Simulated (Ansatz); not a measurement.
We consider AlN (model structure, started from the BeO type, P4₂/mnm, No. 136, 8 atoms in the cell), described by PBEsol in Ansatz (plane waves, PAW).

The input as run:

Ansatz 0.2 input:
```yaml
crystal:
  lattice:
    - [5.2943278552, 0.0, 0.0]
    - [0.0, 5.2943278552, 0.0]
    - [0.0, 0.0, 3.1088768978]
  atoms:
    - { symbol: Al, position: [0.3228548259, 0.6771451741, 0.0] }
    - { symbol: Al, position: [0.6771451741, 0.3228548259, 0.0] }
    - { symbol: Al, position: [0.8228548259, 0.8228548259, 0.5] }
    - { symbol: Al, position: [0.1771451741, 0.1771451741, 0.5] }
    - { symbol: N, position: [0.3152958147, 0.3152958147, 0.0] }
    - { symbol: N, position: [0.6847041853, 0.6847041853, 0.0] }
    - { symbol: N, position: [0.1847041853, 0.8152958147, 0.5] }
    - { symbol: N, position: [0.8152958147, 0.1847041853, 0.5] }
basis:
  ecutwfc: 520
  ecutrho_ratio: 4
  xc_grid: 2
kpoints:
  mp_grid: { grid: [6, 6, 12] }
  band_path:
    path:
      - [0.0, 0.0, 0.0]
      - [0.0, 0.1, 0.0]
      - [0.0, 0.2, 0.0]
      - [0.0, 0.3, 0.0]
      - [0.0, 0.4, 0.0]
      - [0.0, 0.5, 0.0]
      - [0.1, 0.5, 0.0]
      - [0.2, 0.5, 0.0]
      - [0.3, 0.5, 0.0]
      - [0.4, 0.5, 0.0]
      - [0.5, 0.5, 0.0]
      - [0.4375, 0.4375, 0.0]
      - [0.375, 0.375, 0.0]
      - [0.3125, 0.3125, 0.0]
      - [0.25, 0.25, 0.0]
      - [0.1875, 0.1875, 0.0]
      - [0.125, 0.125, 0.0]
      - [0.0625, 0.0625, 0.0]
      - [0.0, 0.0, 0.05]
      - [0.0, 0.0, 0.1]
      - [0.0, 0.0, 0.15]
      - [0.0, 0.0, 0.2]
      - [0.0, 0.0, 0.25]
      - [0.0, 0.0, 0.3]
      - [0.0, 0.0, 0.35]
      - [0.0, 0.0, 0.4]
      - [0.0, 0.0, 0.45]
      - [0.0, 0.0, 0.5]
      - [0.0, 0.1, 0.5]
      - [0.0, 0.2, 0.5]
      - [0.0, 0.3, 0.5]
      - [0.0, 0.4, 0.5]
      - [0.0, 0.5, 0.5]
      - [0.1, 0.5, 0.5]
      - [0.2, 0.5, 0.5]
      - [0.3, 0.5, 0.5]
      - [0.4, 0.5, 0.5]
      - [0.5, 0.5, 0.5]
      - [0.4375, 0.4375, 0.5]
      - [0.375, 0.375, 0.5]
      - [0.3125, 0.3125, 0.5]
      - [0.25, 0.25, 0.5]
      - [0.1875, 0.1875, 0.5]
      - [0.125, 0.125, 0.5]
      - [0.0625, 0.0625, 0.5]
      - [0.0, 0.5, 0.05]
      - [0.0, 0.5, 0.1]
      - [0.0, 0.5, 0.15]
      - [0.0, 0.5, 0.2]
      - [0.0, 0.5, 0.25]
      - [0.0, 0.5, 0.3]
      - [0.0, 0.5, 0.35]
      - [0.0, 0.5, 0.4]
      - [0.0, 0.5, 0.45]
      - [0.5, 0.5, 0.05]
      - [0.5, 0.5, 0.1]
      - [0.5, 0.5, 0.15]
      - [0.5, 0.5, 0.2]
      - [0.5, 0.5, 0.25]
      - [0.5, 0.5, 0.3]
      - [0.5, 0.5, 0.35]
      - [0.5, 0.5, 0.4]
      - [0.5, 0.5, 0.45]
    npoints: 1
hamiltonian:
  xc: pbesol
  dispersion: none
  pseudopotentials: { kind: paw }
scf:
  occupations: { method: fermi_dirac, width: 0.01 }
  convergence: { dr2_threshold: 0.0000000008 }
output:
  forces: true
  stress: true
  eigenvalues: true
  write_bands: true
```

The run printed, among other lines:

```
Crystal: 8 atoms, lattice volume = 87.142 Å³
Basis set: ecut = 520 eV, 2335 PW (Γ), exchange–correlation on 80×80×48 points (8 copies of the dense FFT grid, shifted against one another)
Bands: 24, of which v1, the nominal top of the filled ones, is band 16 counted from 1 (15 counted from 0)
Symmetry: 16 space group operations
Space group: P42/mnm (ITA 136), of the structure as read, at distance tolerance 4.4e-5 Å
k-points: 70 of 432
Functional: x = pbesol(κ = 0.804, μ = 0.12345679012345678), c = pbesol(β = 0.046)
SCF iter   1: F=—  HF=-3623.576978 eV  |F-HF|=—  |Δ(HF+E_count)|=         —  Δρ=1.02e-2  dr2=9.68e-2
SCF iter   2: F=—  HF=-3623.549008 eV  |F-HF|=—  |Δ(HF+E_count)|=   2.80e-2  Δρ=1.37e-3  dr2=1.59e-3
  ...
SCF iter   6: F=—  HF=-3623.548447 eV  |F-HF|=—  |Δ(HF+E_count)|=   3.46e-9  Δρ=2.19e-6  dr2=1.34e-9
SCF iter   7: F=-3623.548447 eV  HF=-3623.548447 eV  |F-HF|=7.73e-12  |Δ(HF+E_count)|=  9.57e-10  Δρ=2.29e-7  dr2=2.16e-11
SCF 1 converged in 7 iterations: F = -3623.548447 eV  dr2 = 2.16e-11
SCF converged after 7 iterations
Free energy (F): -3623.548447 eV
Internal energy: -3623.548447 eV  (E = F + TS)
E sigma→0 (E₀):  -3623.548447 eV
Fermi energy:    8.409180 eV
--- Stress (GPa, compression-positive) ---
       -0.003741       0.000000       0.000000
        0.000000      -0.003741       0.000000
        0.000000       0.000000       0.007915
  P = ⅓ Tr σ = 0.0001 GPa (0.001 kbar)
```

The PAW data were made under PBE.

Note: the relaxation could raise the start's symmetry but not lower it, so the cell can be a saddle point.

It cost very roughly 26 core-seconds of CPU time.

A model structure was made by putting elements into a prototype or built by hand; it is no filed structure, need not be a known phase, and can be a saddle point held by its symmetry.

Ansatz is a program for electronic structure.
